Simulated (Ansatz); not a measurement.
The starting structures come from a database of crystals and need not be the phases stable at ambient conditions.

Given:

```xyz
8
Lattice="4.9357 0.0000 0.0000 -0.6156 4.8971 0.0000 0.6156 0.6978 4.8471" Properties=species:S:1:pos:R:3 pbc="T T T"
Ba     0.0000     0.0000     0.0000
Sn     2.4678     2.7975     2.4236
F      4.0281     2.2974     1.3099
F      0.9076     3.2976     3.5372
F      3.4376     4.4919     2.7599
F      1.4980     1.1030     2.0873
F      1.7770     3.6881     0.7943
F      3.1586     1.9069     4.0528
```

Space group of this cell: R-3. The cell is taken as given.

Transport runs along the normal of the first two printed cell vectors, the (101) plane of the conventional cell.

The gap is the functional's own, uncorrected, and κ follows it; spin-orbit coupling is left out. Mid-gap values are interpolated between the computed energies.

Problem. Compute, with PBEsol in Ansatz (a first-principles code), the band gap and the smallest decay constant κ at mid-gap.

Solution. Gap 5.35 eV on a 6×6×6 mesh; κ = 0.457 1/Å, at the zone centre.
